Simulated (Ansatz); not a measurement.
A computed series for BN: response to strain

Start from BN (space group P6_3/mmc, No. 194; a = 2.500 Å, c = 6.412 Å; layered, stacked along the Cartesian z axis). Axes: x lies along a and z along c of the hexagonal cell.

Strains are applied to the cell and any free atomic positions relax.

Method: DFT with PBEsol-D3(BJ), PAW potentials and a 420 eV plane-wave cutoff in Ansatz (a program for electronic structure), spin-orbit coupling left out.

Notes on the quantities. energy relative to the base: free energy F; pressure: mean of the normal stresses, compression positive.

```csv
variant,volume per atom,largest internal atomic displacement,energy relative to the base,pressure,smallest direct gap
base,8.68 Å³,–,0 meV/atom,0.00 GPa,4.49 eV
uniaxial strain ε_xx = +0.60 %,8.73 Å³,–,+0.9 meV/atom,-2.22 GPa,4.45 eV
uniaxial strain ε_xx = +1.20 %,8.78 Å³,0.012 Å,+3.5 meV/atom,-4.37 GPa,4.40 eV
uniaxial strain ε_xx = +1.80 %,8.84 Å³,(withheld),(withheld),(withheld),(withheld)
uniaxial strain ε_xx = +2.40 %,8.89 Å³,0.024 Å,+14 meV/atom,-8.44 GPa,4.31 eV
uniaxial strain ε_xx = +3.00 %,8.94 Å³,0.030 Å,+21 meV/atom,-10.37 GPa,4.26 eV
```

Task: Some entries are withheld; estimate them.

Result: 
- uniaxial strain ε_xx = +1.80 %, largest internal atomic displacement: 0.019 Å
- uniaxial strain ε_xx = +1.80 %, energy relative to the base: +7.7 meV/atom
- uniaxial strain ε_xx = +1.80 %, pressure: -6.44 GPa
- uniaxial strain ε_xx = +1.80 %, smallest direct gap: 4.35 eV

Whether these cells are dynamically stable was not tested.
